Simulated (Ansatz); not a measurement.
Take Ru in the hcp (Mg type) structure (space group P6_3/mmc, No. 194; relaxed with 0.1 eV smearing) as the base.

Space group P6₃/mmc (No. 194); a = b = 2.7043 Å, c = 4.2629 Å, α = β = 90.00°, γ = 120.00°

```csv
atom,site,symmetry,x,y,z
Ru,2c,-6m2,0.3333,0.6667,0.2500
```

Calculations: r2SCAN (Ansatz, a quantum-chemistry and plane-wave program, PAW, no spin-orbit coupling).

Before the change:

```
Quantity   Result
--------  -------
Pressure  0.0 GPa
Band gap     zero
```

Now apply this change: the cell is scaled by 0.9950 in all directions; the atoms relax in the strained cell.

### Question
What happens to the energy relative to the base, pressure and band gap?

### Answer
The energy increases by 3.3 meV/atom; the pressure (mean of the normal stresses, compression positive) goes from zero to 5.3 GPa; the band gap stays zero.

Whether these cells are dynamically stable was not tested. The final runs are not spin-polarised.
